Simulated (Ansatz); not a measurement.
Start from ScAl$_{3}$ in the Cu3Au type structure (space group Pm-3m, No. 221; a = 4.087 Å; relaxed with 0.1 eV smearing). Axes: x, y, z lie along the cube axes.

Computed with r2SCAN (Ansatz, a first-principles code; PAW; 500 eV plane waves; without spin-orbit coupling), earlier PAW set.

A first run, uniaxial strain ε_xx = +1.17 %, gives secant values C11 ≈ 190 GPa and C12 ≈ 39 GPa from its stress. A second run applies biaxial strain −1.17 %, plane normal [001], relaxed out of plane.

**Question.** What does linear elasticity predict for −ε⊥/ε∥ in the second run, and what does the run give?

**Answer.** Linear elasticity: 2 C12/C11 = 0.41. The run gives 0.42; any difference comes from nonlinear terms at these strains and numerical noise.

Whether these cells are dynamically stable was not tested. All final runs are without spin polarisation.
